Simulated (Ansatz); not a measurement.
Start from Ge in the diamond structure (space group Fd-3m, No. 227; a = 5.622 Å).

Method: Ansatz (a quantum-chemistry and plane-wave program) LDA, spin-orbit coupling left out.

Before the change:

| Quantity | Value |
|---|---|
| Lattice parameter a | 5.622 Å |

It is then changed as follows: hydrostatic tension (pressure −1 GPa).

### Question
Estimate the effect on the lattice parameter a.

### Answer
The lattice parameter a grows by 0.027 Å, from 5.622 Å to 5.649 Å.

Load acts through the strain it causes; cell and atoms are relaxed under it. Stability against distortions was not tested.
